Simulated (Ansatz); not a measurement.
W3N4: pressure series

The reference is W₃N₄ (space group Pm-3m, No. 221; a = 4.215 Å).

Cell and atoms are relaxed at each pressure.

All numbers come from DFT with PBE, PAW potentials and a 420 eV plane-wave cutoff in Ansatz (a program for electronic structure), no spin-orbit coupling.

```tsv
variant	density	shortest interatomic distance
base	13.47 g/cm³	2.108 Å
pressure −2 GPa	13.39 g/cm³	2.112 Å
pressure −1 GPa	13.43 g/cm³	2.110 Å
pressure 0.3 GPa	13.48 g/cm³	2.107 Å
pressure 0.7 GPa	13.50 g/cm³	2.106 Å
pressure 1.5 GPa	13.53 g/cm³	2.105 Å
pressure 3 GPa	13.58 g/cm³	2.102 Å
pressure 7.5 GPa	13.75 g/cm³	2.093 Å
```

Load acts through the strain it causes; cell and atoms are relaxed under it. Stability against distortions was not tested. No other phases were tried under pressure. The final runs are not spin-polarised.
